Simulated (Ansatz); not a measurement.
Consider N vacancy in zinc-blende BN, charge state -1. Computed with PBE, PAW (plane waves to 420 eV; Ansatz, a quantum-chemistry and plane-wave program).

Settings: 64 host sites, the relaxed PBE lattice, a 2×2×2 k-point mesh shifted by half a step, smearing 0.01 eV, spin-restricted, no image-charge correction. Static, classical nuclei. The charge state is imposed; whether it is stable for some Fermi level was not computed. Forms of the defect that were not tried may lie lower.

Barriers: single points on a 3×3×3 k-point mesh shifted by half a step at the bands' geometries.

The only route run: a nearby N atom hops onto the vacant site; the atom moves 2.52 Å along (0.01, -0.50, -0.49) of the unit cell; the moving atom starts with neighbours 3 B at 1.55, B at 1.57 Å and ends with 2 B at 1.56, B at 1.60, B at 1.79 Å. Its barrier is 5.12 eV. The check of the saddle point's order was inconclusive. The defect has 12 equivalent sites to jump to, 2.56 Å away. Attempt frequency: take 10 THz as a typical guess.

Task: Estimate the defect's diffusion coefficient at 1000 K, how far it wanders in 1 min, and how much an error of 0.1 eV in the barrier would matter.

Result: kT = 0.0862 eV, so each jump happens at Γ = ν exp(−E/kT) = 1.0e13 × exp(−59.42) ≈ 1.6e-13 s⁻¹. For uncorrelated jumps in a cubic host D = z λ² Γ / 6 = 12 × (2.56e-8 cm)² × 1.6e-13 / 6 ≈ 2.1e-28 cm²/s. The root-mean-square distance is √(6Dt) ≈ 3e-6 nm, less than one jump, so the defect is frozen in. An error of 0.1 eV changes D by a factor exp(0.1/kT) ≈ 3.2, and the distance by its square root. This is the isolated defect's own diffusivity; trapping, its concentration and zero-point motion are left out.
